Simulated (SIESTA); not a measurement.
A self-consistent single point of Cu (Fm-3m, 1 atom in the cell) with SIESTA

Method of the run: SIESTA with GGA PBE, numerical atomic orbitals DZP, PseudoDojo PBE standard norm-conserving potentials (rewritten from UPF to PSML).

Input as run:

```
# files in the folder: Cu.psml (PseudoDojo PBE standard)
SystemName  Cu
SystemLabel siesta

NumberOfAtoms                1
NumberOfSpecies              1
%block ChemicalSpeciesLabel
  1 29 Cu
%endblock ChemicalSpeciesLabel
LatticeConstant              1.0 Ang
%block LatticeVectors
     0.000000000    1.806602000    1.806602000
     1.806602000    0.000000000    1.806602000
     1.806602000    1.806602000    0.000000000
%endblock LatticeVectors
AtomicCoordinatesFormat      Bohr
%block AtomicCoordinatesAndAtomicSpecies
     0.000000000    0.000000000    0.000000000  1
%endblock AtomicCoordinatesAndAtomicSpecies

XC.functional                GGA
XC.authors                   PBE
PAO.BasisSize                DZP
PAO.EnergyShift              0.01 Ry
MeshCutoff                   350 Ry
%block kgrid.MonkhorstPack
   16   0   0  0.0
    0  16   0  0.0
    0   0  16  0.0
%endblock kgrid.MonkhorstPack
OccupationFunction           FD
ElectronicTemperature        136.0 meV

MaxSCFIterations             150
SCF.Mixer.Method             Broyden
SCF.Mixer.Weight             0.1
SCF.Mixer.History            6
SCF.DM.Tolerance             1.0E-05
Diag.ParallelOverK           true
WriteForces                  true
```

Output (repeated stretches shortened):

```
reinit: Reading from file input.fdf

reinit: System Name: Cu
reinit: System Label: siesta

coor:   Atomic-coordinates input format  =     Cartesian coordinates
coor:                                            (in Bohr units)

siesta: Atomic coordinates (Bohr) and species
siesta:      0.00000   0.00000   0.00000  1        1

siesta: System type = bulk

initatomlists: Number of atoms, orbitals, and projectors:      1    19    18

siesta: ******************** Simulation parameters ****************************
redata: Spin configuration                          = none
redata: Time-Reversal Symmetry                      = T
redata: Number of Atomic Species                    =        1
redata: Mesh Cutoff                                 =   350.0000 Ry
redata: Net charge of the system                    =     0.0000 |e|
redata: Min. number of SCF Iter                     =        0
redata: Max. number of SCF Iter                     =      150
redata: SCF convergence failure will abort job
redata: SCF mix quantity                            = Hamiltonian
redata: Mix DM or H after convergence               =   F
redata: Recompute H after scf cycle                 =   F
redata: Mix DM in first SCF step                    =   T
redata: No kicks to SCF
redata: DM Mixing Weight for Kicks                  =     0.5000
redata: Require Harris convergence for SCF          =   F
redata: Harris energy tolerance for SCF             =     0.000100 eV
redata: Require DM convergence for SCF              =   T
redata: DM tolerance for SCF                        =     0.000010
redata: Require EDM convergence for SCF             =   F
redata: EDM tolerance for SCF                       =     0.001000 eV
redata: Require H convergence for SCF               =   T
redata: Hamiltonian tolerance for SCF               =     0.001000 eV
redata: Require (free) Energy convergence for SCF   =   F
redata: (free) Energy tolerance for SCF             =     0.000100 eV
redata: Using DFT-D3 dispersion                     =   F
redata: Using Saved Data (generic)                  =   F
redata: Method of Calculation                       = Diagonalization
redata: Electronic Temperature                      =  1578.2145 K
redata: Number of TDED substeps                     =        3
redata: Dynamics option                             = Single-point calculation
redata: Save all siesta data in one NC              =   F
redata: ***********************************************************************

%block SCF.Mixers
  Broyden
%endblock SCF.Mixers

%block SCF.Mixer.Broyden
  # Mixing method
  method broyden

  # Mixing options
  weight 0.1000
  weight.linear 0.1000
  weight.prime 0.1000
  history 6
%endblock SCF.Mixer.Broyden

DM_history_depth set to one: no extrapolation allowed by default for geometry relaxation
Size of DM history Fstack: 1
Total number of electrons:    19.000000
Total ionic charge:    19.000000

* ProcessorY, Blocksize:    1  20

* Orbital distribution balance (max,min):    19    19

k-point displ. along   1 input, could be:     0.00    0.50
k-point displ. along   2 input, could be:     0.00    0.50
k-point displ. along   3 input, could be:     0.00    0.50
 Kpoints in:         2304 . Kpoints trimmed:         2192

siesta: k-grid: Number of k-points = 2192
siesta: k-points from Monkhorst-Pack grid
siesta: k-cutoff (effective) =    20.439 Ang
siesta: k-point supercell and displacements
siesta: k-grid:    16     0     0      0.000
siesta: k-grid:     0    16     0      0.000
siesta: k-grid:     0     0    16      0.000

diag: Algorithm                                     = D&C
diag: Parallel over k                               =   F
diag: Use parallel 2D distribution                  =   F
diag: Parallel block-size                           = 20
diag: Parallel distribution                         =     1 x     1
diag: Used triangular part                          = Lower
diag: Absolute tolerance                            =  0.100E-15
diag: Orthogonalization factor                      =  0.100E-05
diag: Memory factor                                 =  1.0000

superc: Internal auxiliary supercell:     7 x     7 x     7  =     343
superc: Number of atoms, orbitals, and projectors:    343   6517   6174

                        Single-point calculation

superc: Internal auxiliary supercell:     7 x     7 x     7  =     343
superc: Number of atoms, orbitals, and projectors:    343   6517   6174

outcell: Unit cell vectors (Ang):
        0.000000    1.806602    1.806602
        1.806602    0.000000    1.806602
        1.806602    1.806602    0.000000

outcell: Cell vector modules (Ang)   :    2.554921    2.554921    2.554921
outcell: Cell angles (23,13,12) (deg):     60.0000     60.0000     60.0000
outcell: Cell volume (Ang**3)        :     11.7928
new_DM -- step:     1
Initializing Density Matrix...

Attempting to read DM from file... Failed...
DM filled with atomic data:

InitMesh: MESH = 24 x 24 x 24 = 13824
InitMesh: Mesh cutoff (required, used) =   350.000   365.814 Ry

stepf: Fermi-Dirac step function

        iscf     Eharris(eV)        E_KS(eV)     FreeEng(eV)     dDmax    Ef(eV) dHmax(eV)
   scf:    1    -5115.792193    -5144.855005    -5144.911905  1.527731  3.804712 26.312750
   scf:    2    -5158.504192    -5152.174516    -5152.215475  0.585803  2.163991 17.875616
   scf:    3    -5160.169425    -5158.332054    -5158.349999  0.793460 -0.725905  0.206106
   scf:    4    -5158.332847    -5158.332460    -5158.350468  0.007161 -0.744537  0.181956
   scf:    5    -5158.333776    -5158.333179    -5158.351373  0.024331 -0.815837  0.095175
   scf:    6    -5158.333372    -5158.333292    -5158.351606  0.017564 -0.870848  0.030795
   [... 7 lines left out ...]
   scf:   14    -5158.333265    -5158.333264    -5158.351627  0.000042 -0.897615  0.001613
   scf:   15    -5158.333265    -5158.333265    -5158.351627  0.000027 -0.897622  0.001238
   scf:   16    -5158.333265    -5158.333265    -5158.351627  0.000018 -0.897627  0.000983
   scf:   17    -5158.333265    -5158.333265    -5158.351627  0.000011 -0.897633  0.000807
   scf:   18    -5158.333265    -5158.333265    -5158.351627  0.000008 -0.897638  0.000680

SCF Convergence by DM+H criterion
max |DM_out - DM_in|         :     0.0000076152
max |H_out - H_in|      (eV) :     0.0006798958
SCF cycle converged after 18 iterations

Using DM_out to compute the final energy and forces

siesta: E_KS(eV) =            -5158.3333

siesta: E_KS - E_eggbox =     -5158.3333

siesta: Atomic forces (eV/Ang):
     1   -0.000000   -0.000000    0.000000
   Tot   -0.000000   -0.000000    0.000000
   Max    0.000000
   Res    0.000000    sqrt( Sum f_i^2 / 3N )
   Max    0.000000    constrained

Stress tensor Voigt[x,y,z,yz,xz,xy] (kbar):        8.57        8.57        8.57       -0.96       -0.96       -0.96
(Free)E + p*V (eV/cell)    -5158.4147
Target enthalpy (eV/cell)    -5158.3516

siesta: Program's energy decomposition (eV):
siesta: Ebs     =      -697.733186
siesta: Eions   =      6330.463553
siesta: Ena     =       305.708708
siesta: Ekin    =      2365.064402
siesta: Enl     =      -907.569270
siesta: Eso     =         0.000000
siesta: Edftu   =         0.000000
siesta: DEna    =        40.938177
siesta: DUscf   =         2.367094
siesta: DUext   =         0.000000
siesta: Ex      =      -602.401643
siesta: Ec      =       -31.977180
siesta: Exc     =      -634.378823
siesta: Eharris =     -5158.333265
siesta: Etot    =     -5158.333265
siesta: FreeEng =     -5158.351627

siesta: Stress tensor (static) (eV/Ang**3):
siesta:     0.005350   -0.000602   -0.000602
siesta:    -0.000602    0.005350   -0.000602
siesta:    -0.000602   -0.000602    0.005350

siesta: Cell volume =         11.792814 Ang**3

siesta: Pressure (static):
siesta:                Solid            Molecule  Units
siesta:          -0.00005827         -0.00005827  Ry/Bohr**3
siesta:          -0.00534977         -0.00534977  eV/Ang**3
siesta:          -8.57127509         -8.57127509  kBar
```

The run converged in 18 iterations.

The starting cell comes from a database of computed structures (which also holds hypothetical and non-ambient phases and stackings), without a prior relaxation at this level. Its lattice was rescaled by a random factor within 2.5 % of one. Spin polarisation is off. Values carry the incompleteness of an atom-centred basis.
